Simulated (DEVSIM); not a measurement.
Structure: illuminated Si n-on-p cell, one wavelength, with a back-surface field, at 300 K.

Layer 1 from the left is Si, thickness (μm) 0.0830, Nd (cm⁻³) 1.7e18, τn (s) 8.3e-6, τp (s) 1.1e-6, absorption coefficient (cm⁻¹) 170. Layer 2 from the left is Si, thickness (μm) 60.0, Na (cm⁻³) 3.6e15, τn (s) 1.6e-5, τp (s) 1.6e-5, absorption coefficient (cm⁻¹) 170. Layer 3 from the left is Si, thickness (μm) 0.240, Na (cm⁻³) 1.6e18, τn (s) 1.6e-5, τp (s) 1.6e-5, absorption coefficient (cm⁻¹) 170.

Left contact: ohmic, minority hole recombination velocity 70000 cm/s. Right contact: ohmic, minority electron recombination velocity 2e5 cm/s. Voltage is applied to the left contact. Recombination: SRH at mid-gap, radiative, Auger. Light enters at the left, 2.5e17 photons cm⁻² s⁻¹, one pass, no reflection. Mobility is constant in doping.

Constants are typed, rounded textbook-type inputs, not results; the design itself was drawn at random and stands for no fabricated device. Values at 300 K.

Si: gap (eV) 1.124, affinity (eV) 4.05, permittivity 11.7, Nc (cm⁻³) 2.86e19, Nv (cm⁻³) 3.1e19, μn (cm²/Vs) 1417, μp (cm²/Vs) 470, B (cm³/s) 4.7e-15, Cn (cm⁶/s) 2.8e-31, Cp (cm⁶/s) 9.9e-32.

Model (solved in DEVSIM): 1D drift-diffusion, Boltzmann statistics, complete ionisation; no tunnelling, impact ionisation, image-force lowering or self-heating.

Dark forward current:

```tsv
|V| (V)	|J| (A/cm²)
0.05	4.866e-10
0.10	1.850e-9
0.15	6.358e-9
0.20	2.419e-8
0.25	1.103e-7
0.30	6.016e-7
0.35	3.703e-6
0.40	2.430e-5
0.45	0.0001642
0.50	0.001123
0.55	0.007648
0.60	0.04963
0.65	0.2859
0.70	1.559
0.75	8.197
0.80	37.16
0.85	132.2
0.90	363.7
0.95	807.1
1.00	1523
1.05	2553
```

Q: Work out the local ideality factor n = ΔV / (kT/q · ln(J2/J1)) between the rows 0.15 and 0.20 V, 0.45 and 0.50 V, 1.00 and 1.05 V.

A: kT/q = 25.85 mV. From 0.15 to 0.20 V: ln(2.419e-8/6.358e-9) = 1.336, n = 1.45. From 0.45 to 0.50 V: ln(0.001123/0.0001642) = 1.923, n = 1.01, near the 1 of diffusion or emission over a barrier. From 1.00 to 1.05 V: ln(2553/1523) = 0.517, n = 3.74.

Q: What current could the absorbed light give at most, and what share is collected?

A: Σ αd = 1.03, so qΦ(1 − exp(−Σ αd)) = 25.7 mA/cm². The simulated short-circuit current is 24.65 mA/cm², a share of 0.96.

Q: Estimate the open-circuit voltage by superposition: the voltage at which the dark current equals that short-circuit current.

A: Interpolating ln J in the table gives 0.581 V. The simulation gives 0.581 V, the same within the digits that matter. Superposition holds where collection doesn't change with voltage.

Q: Estimate the fill factor from FF0 = (v − ln(v + 0.72))/(v + 1), v = qVoc/(nkT), with n from the dark curve.

A: The rows about Voc, 0.55 and 0.60 V, give n = 1.03, so v = 21.7 and FF0 = 0.819. The simulation gives 0.821, the same within the digits that matter.
